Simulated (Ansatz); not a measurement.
## Mo under a change: Mo → Rh

Start from Mo in the bcc (W type) structure (space group Im-3m, No. 229; a = 3.151 Å).

It is then changed as follows: Rh takes the place of Mo on all its sites; the structure is relaxed again.

Calculations: r2SCAN (Ansatz, an electronic-structure program; PAW; 500 eV plane waves; scalar-relativistic without spin-orbit coupling), earlier PAW set. k-mesh 21×21×21 (Γ-centred); smearing 0.05 eV (Fermi–Dirac).

The volume per atom shrinks by 1.53 Å³ (15.64 Å³ → 14.11 Å³) and the lattice parameter a drops by 0.1064 Å (3.151 Å → 3.044 Å). The space group stays Im-3m (No. 229) and the shortest interatomic distance falls by 0.092 Å to 2.637 Å. The band gap is still zero.

Final structure:

```
CELL_PARAMETERS angstrom
     -1.52223     1.52223     1.52223
      1.52223    -1.52223     1.52223
      1.52223     1.52223    -1.52223
ATOMIC_POSITIONS crystal
  Rh 0.00000 0.00000 0.00000
```

No phonon test of stability was made. For Rh in this form, whether it has been made was not checked. The final runs are not spin-polarised. Rh has a high density of states at the Fermi level and may be magnetic at this level. This is not the structure that Rh has at room temperature and ambient pressure.
